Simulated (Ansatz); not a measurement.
SnI2 (within 0.1 Å of C2/m, No. 12; cell taken from a computed entry)

Method: LDA (PAW; Ansatz, a first-principles code).

Settings: plane-wave cutoff 520 eV, 8×6×4 k mesh (along the axes of the cell as run), Fermi–Dirac smearing 0.01 eV, scalar-relativistic PAW data made under PBE.

Cell (relaxed with PBEsol):

```cif
data_I6Sn3
_chemical_formula_sum 'Sn3 I6'
_space_group_name_H-M_alt 'P 1'
_space_group_IT_number 1
_cell_length_a 4.38939
_cell_length_b 7.42136
_cell_length_c 10.79643
_cell_angle_alpha 92.271
_cell_angle_beta 90.012
_cell_angle_gamma 107.202
loop_
_space_group_symop_operation_xyz
  'x, y, z'
loop_
_atom_site_label
_atom_site_type_symbol
_atom_site_fract_x
_atom_site_fract_y
_atom_site_fract_z
_atom_site_occupancy
Sn1 Sn 0.00000 0.00000 0.00000 1
Sn2 Sn 0.26212 0.52485 0.30491 1
Sn3 Sn 0.73788 0.47515 0.69509 1
I1 I 0.08148 0.16268 0.73206 1
I2 I 0.91852 0.83732 0.26794 1
I3 I 0.36046 0.72083 0.56001 1
I4 I 0.63954 0.27917 0.43999 1
I5 I 0.35178 0.70364 0.91969 1
I6 I 0.64822 0.29636 0.08031 1
```

* **band gap**: 1.48 eV
* **smallest direct gap on the k points sampled**: 1.75 eV
* **direct gap at Γ**: 2.09 eV

Note: cell and atoms aren't relaxed at this level (largest force component 0.06 eV/Å, pressure -1.1 GPa); this cell isn't known to be the ambient phase, and symmetry holds it in the calculation.

Spin–orbit coupling is not included; with these elements it can move the gap by several tenths of an eV or more.

Computed values are for the static lattice.
